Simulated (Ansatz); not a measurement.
Consider GaN (space group P-6m2, No. 187; a = 2.939 Å, c = 2.658 Å; a hypothetical phase, not in the database extracts checked; relaxed with 0.1 eV smearing). Axes: x lies along a and z along c of the hexagonal cell.

Calculations: Ansatz (a first-principles code), PBEsol, PAW, cutoff 420 eV, spin-orbit coupling left out.

For the base:

```
Item                            Result
-----------------------------  -------
Pressure                       0.0 GPa
Shortest interatomic distance  2.155 Å
```

One thing is altered: biaxial strain −3.18 %, plane normal [001], relaxed out of plane (Cartesian); in-plane vectors clamped, the third vector and the atoms free.

**Question.** Estimate the effect on the out-of-plane strain, pressure and shortest interatomic distance.

**Answer.** The out-of-plane strain is +0.63 %; the pressure (mean of the normal stresses, compression positive) goes from zero to 11.7 GPa; the shortest interatomic distance falls by 0.037 Å, from 2.155 Å to 2.118 Å.

Whether these cells are dynamically stable was not tested. The final runs are not spin-polarised.
